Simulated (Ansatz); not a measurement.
The parent structure is BN in the zinc blende structure (space group F-43m, No. 216; a = 3.581 Å). Axes: x, y, z lie along the cube axes.

Perturbation: biaxial strain −0.42 %, plane normal [111], relaxed out of plane (Cartesian); in-plane vectors clamped, the third vector and the atoms free.

Level of theory: LDA in Ansatz (plane waves to 420 eV, PAW, no SOC).

Task: Give the band edges at the high-symmetry points of the new zone, measured from its valence-band maximum.

Result: 
| point | valence edge (eV) | conduction edge (eV) |
|---|---|---|
| Γ | 0.00 | 8.77 |
| T | -1.99 | 10.76 |
| H₂ | -6.83 | 9.59 |
| H₀ | -6.83 | 9.59 |
| L | -2.04 | 10.61 |
| S₀ | -4.28 | 6.88 |
| S₂ | -4.28 | 6.88 |
| F | -5.09 | 4.39 |

The gap is 4.39 eV, indirect, Γ → F.

No phonon test of stability was made. Labels are those of the standard path for the cell's own space group.

Ansatz is a quantum-chemistry and plane-wave program.
